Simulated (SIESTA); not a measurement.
SIESTA run on CoP3 (Im-3, 16 atoms in the cell): self-consistent single point.

Method: GGA PBEsol, numerical atomic orbitals TZP, PseudoDojo PBEsol standard norm-conserving potentials (rewritten from UPF to PSML) (SIESTA 5.4.2).

The change in words: lattice scaled by 1.015; MeshCutoff: 300 Ry → 180 Ry. Reference geometry:
```
CELL_PARAMETERS angstrom
     -3.91266     3.91266     3.91266
      3.91266    -3.91266     3.91266
      3.91266     3.91266    -3.91266
ATOMIC_POSITIONS crystal
  P  0.49408 0.14513 0.34895
  P  0.79618 0.14513 0.65105
  P  0.50592 0.85487 0.65105
  P  0.20382 0.85487 0.34895
  P  0.34895 0.49408 0.14513
  P  0.65105 0.79618 0.14513
  P  0.65105 0.50592 0.85487
  P  0.34895 0.20382 0.85487
  P  0.14513 0.34895 0.49408
  P  0.14513 0.65105 0.79618
  P  0.85487 0.65105 0.50592
  P  0.85487 0.34895 0.20382
  Co 0.50000 0.50000 0.50000
  Co 0.00000 0.00000 0.50000
  Co 0.50000 0.00000 0.00000
  Co 0.00000 0.50000 0.00000
```
Moments meant for the start (each program seeds them in its own way; μB, in the order of the atoms P P P P P P P P P P P P Co Co Co Co): 0.0 0.0 0.0 0.0 0.0 0.0 0.0 0.0 0.0 0.0 0.0 0.0 3.0 3.0 3.0 3.0.

Reference input (self-consistent single point, DFT, GGA PBEsol, numerical atomic orbitals TZP, PseudoDojo PBEsol standard norm-conserving potentials (rewritten from UPF to PSML)): XC.functional = GGA; XC.authors = PBEsol; potentials = PseudoDojo PBEsol standard; PAO.BasisSize = TZP; PAO.EnergyShift = 0.01 Ry; MeshCutoff = 300 Ry; kgrid.MonkhorstPack = 3 3 3; OccupationFunction = FD; ElectronicTemperature = 50 meV; Spin = polarized; MaxSCFIterations = 150; SCF.Mixer.Method = Pulay. This run's input differs from it in these lines:

```diff
@@ -12,5 +12,5 @@
 %block LatticeVectors
-    -3.912663000    3.912663000    3.912663000
-     3.912663000   -3.912663000    3.912663000
-     3.912663000    3.912663000   -3.912663000
+    -3.971353000    3.971353000    3.971353000
+     3.971353000   -3.971353000    3.971353000
+     3.971353000    3.971353000   -3.971353000
 %endblock LatticeVectors
@@ -18,18 +18,18 @@
 %block AtomicCoordinatesAndAtomicSpecies
-     0.000000000    2.730647508    1.135689562  1
-    -0.000000000    5.094678492    1.135689562  1
-     3.912663000    1.182015492    2.776973438  1
-     3.912663000   -1.182015492    2.776973438  1
-     1.135689562   -0.000000000    2.730647508  1
-     1.135689562    0.000000000    5.094678492  1
-     2.776973438    3.912663000    1.182015492  1
-     2.776973438    3.912663000   -1.182015492  1
-     2.730647508    1.135689562   -0.000000000  1
-     5.094678492    1.135689562   -0.000000000  1
-     1.182015492    2.776973438    3.912663000  1
-    -1.182015492    2.776973438    3.912663000  1
-     1.956331500    1.956331500    1.956331500  2
-     1.956331500    1.956331500   -1.956331500  2
-    -1.956331500    1.956331500    1.956331500  2
-     1.956331500   -1.956331500    1.956331500  2
+    -0.000000000    2.771607259    1.152724922  1
+     0.000000000    5.171098741    1.152724922  1
+     3.971353000    1.199745741    2.818628078  1
+     3.971353000   -1.199745741    2.818628078  1
+     1.152724922   -0.000000000    2.771607259  1
+     1.152724922    0.000000000    5.171098741  1
+     2.818628078    3.971353000    1.199745741  1
+     2.818628078    3.971353000   -1.199745741  1
+     2.771607259    1.152724922   -0.000000000  1
+     5.171098741    1.152724922    0.000000000  1
+     1.199745741    2.818628078    3.971353000  1
+    -1.199745741    2.818628078    3.971353000  1
+     1.985676500    1.985676500    1.985676500  2
+     1.985676500    1.985676500   -1.985676500  2
+    -1.985676500    1.985676500    1.985676500  2
+     1.985676500   -1.985676500    1.985676500  2
 %endblock AtomicCoordinatesAndAtomicSpecies
@@ -40,3 +40,3 @@
 PAO.EnergyShift              0.01 Ry
-MeshCutoff                   300 Ry
+MeshCutoff                   180 Ry
 %block kgrid.MonkhorstPack
```

Output (repeated stretches shortened):

```
        iscf     Eharris(eV)        E_KS(eV)     FreeEng(eV)     dDmax    Ef(eV) dHmax(eV)
   scf:    1   -18450.925216   -18754.672697   -18754.833255  0.897254 -2.475024 41.037648
     spin moment: {S} , |S| = {        0.0        0.0    3.89245 }     3.89245
   scf:    2   -18883.833813   -18893.590165   -18893.636705  0.298386 -4.344825  3.830086
     spin moment: {S} , |S| = {        0.0        0.0    0.48084 }     0.48084
   scf:    3   -18896.029708   -18895.156803   -18895.201725  0.021059 -4.252533  1.337229
     spin moment: {S} , |S| = {        0.0        0.0    0.45230 }     0.45230
   [... lines left out ...]
     spin moment: {S} , |S| = {        0.0        0.0    0.00203 }     0.00203
   scf:   18   -18897.401934   -18897.401931   -18897.415346  0.000025 -3.885217  0.001317
     spin moment: {S} , |S| = {        0.0        0.0    0.00168 }     0.00168
   scf:   19   -18897.401939   -18897.401935   -18897.415350  0.000035 -3.885072  0.001326
     spin moment: {S} , |S| = {        0.0        0.0    0.00137 }     0.00137
   scf:   20   -18897.401937   -18897.401936   -18897.415352  0.000020 -3.885033  0.000772
     spin moment: {S} , |S| = {        0.0        0.0    0.00108 }     0.00108
SCF Convergence by DM+H criterion
max |DM_out - DM_in|         :     0.0000204250
max |H_out - H_in|      (eV) :     0.0007723577
SCF cycle converged after 20 iterations

Using DM_out to compute the final energy and forces

siesta: E_KS(eV) =           -18897.4019

siesta: E_KS - E_eggbox =    -18897.4019

siesta: Atomic forces (eV/Ang):
     1   -0.000200   -0.186144    0.322723
     2   -0.001286    0.186996    0.322598
     3    0.000200    0.186144   -0.322723
     4    0.001286   -0.186996   -0.322598
     5    0.322723   -0.000200   -0.186144
     6    0.322598   -0.001286    0.186996
     7   -0.322723    0.000200    0.186144
     8   -0.322598    0.001286   -0.186996
     9   -0.186144    0.322723   -0.000200
    10    0.186996    0.322598   -0.001286
    11    0.186144   -0.322723    0.000200
   [... lines left out ...]
siesta: FreeEng =    -18897.415352
siesta: Cell volume =        250.539073 Ang**3
siesta:        -163.07599227       -161.98622149  kBar
   [... lines left out ...]
     9    -0.014245    5.014245   -0.000214  P
    10    -0.014293    5.014293   -0.000215  P
    11    -0.014245    5.014245   -0.000214  P
    12    -0.014293    5.014293   -0.000215  P
    13     0.042770   16.957230    0.000903  Co
    14     0.042820   16.957180    0.000918  Co
    15     0.042820   16.957180    0.000918  Co
    16     0.042820   16.957180    0.000918  Co
 Total    -0.000000                0.001083
```

The run converged in 20 iterations. Against the reference run the free energy goes up by 54.2 meV/atom, the pressure goes from -11.44 to -16.31 GPa and the largest force goes from 0.462 to 0.373 eV/Å.

The starting cell comes from a database of published, mostly measured structures (it also holds non-ambient and calculated ones), without a prior relaxation at this level. Its lattice was rescaled by a random factor within 2.5 % of one. For this run, on top of that: lattice scaled by 1.015. The starting moments vanished: the run ended non-magnetic, which need not be the lowest state. Values carry the incompleteness of an atom-centred basis.

Cost on one core of a shared machine: roughly 3 min.
